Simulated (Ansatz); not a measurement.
The starting structures come from a database of crystals and need not be the phases stable at ambient conditions.

Tunnelling through a barrier is set by its complex band structure: the current falls as exp(−2κd) with the smallest κ.

Given:

```
CELL_PARAMETERS angstrom
      5.30099     0.00000     0.00000
     -2.63167     4.60161     0.00000
      0.91733     1.58137     4.94365
ATOMIC_POSITIONS crystal
  Li 0.17010 0.82990 0.50000
  Li 0.82990 0.17010 0.50000
  Li 0.50000 0.50000 0.50000
  Zn 0.33340 0.66660 0.00000
  Zn 0.66660 0.33340 0.00000
  Sb 0.00000 0.00000 0.00000
  O  0.92129 0.60747 0.23558
  O  0.07871 0.39253 0.76442
  O  0.39253 0.07871 0.76442
  O  0.60747 0.92129 0.23558
  O  0.76473 0.76473 0.77148
  O  0.23527 0.23527 0.22852
```

Space group of this cell: C2/m. The cell is taken as given; by r2SCAN its mean pressure is -6.6 GPa.

Transport runs along the normal of the first two printed cell vectors.

No gap correction and no spin-orbit coupling; mid-gap values are interpolated between computed energies.

State the band gap and the smallest decay constant κ at mid-gap according to r2SCAN in Ansatz (a first-principles code).

Gap 3.10 eV on a 8×8×6 mesh; κ = 0.317 1/Å, at the zone centre.
